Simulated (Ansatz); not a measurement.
## Band edges of zincblende ZnSe (F-43m) under hydrostatic pressure

Cell and atoms are relaxed with PBEsol to each stress (compression positive); bands and masses by r2SCAN with spin-orbit coupling, rigid bands (plane waves, PAW; Ansatz, a quantum-chemistry and plane-wave program).

Space group F-43m (No. 216); a = 5.6334 Å, b = 5.6334 Å, c = 5.6334 Å, α = 90.00°, β = 90.00°, γ = 90.00°

```tsv
atom	site	symmetry	x	y	z
Zn	4a	-43m	0.0000	0.0000	0.0000
Se	4d	-43m	0.7500	0.7500	0.7500
```
(The calculation used a cell of 2 atoms; values per cell refer to that cell.)

| stress (GPa) | ln(V/V₀) (%) | gap (eV) | mean mₑ* |
|---|---|---|---|
| -2.40 | 4.04 | 1.650 | 0.129 |
| -1.60 | 2.61 | 1.709 | 0.131 |
| -0.80 | 1.26 | 1.769 | 0.134 |
| 0 | 0 | 1.822 | 0.135 |
| 0.80 | -1.20 | 1.873 | 0.137 |
| 1.60 | -2.32 | 1.923 | 0.139 |
| 3.20 | -4.43 | 2.017 | 0.142 |
| 4.80 | -6.36 | 2.103 | 0.145 |

 Masses are conductivity masses at 300 K in electron masses, harmonic means over x, y and z.

Estimate the bulk modulus from the two loads next to zero.

B ≈ −Δp/Δln V = 1.60 GPa/2.46 % = 65 GPa (PBEsol), a mean over this interval.

How fast does the gap move on either side of zero load?

Under tension, (1.769 − 1.822) eV over -0.80 GPa = 66 meV/GPa, or about -4.2 eV per unit ln V; under compression, (1.873 − 1.822) eV over 0.80 GPa = 64 meV/GPa, or about -4.2 eV per unit ln V. The two slopes part by 2 meV/GPa; gaps are resolved to about 0.01 eV, which allows 25 meV/GPa, so these rows don't tell them apart.

Masses are those of dilute carriers in rigid bands with one relaxation time, without polarons. Third decimals of gaps are kept for the arithmetic. Every relaxation keeps the zincblende phase (space group F-43m under this load), so a transition, a distortion that breaks the symmetry or fracture can't show.
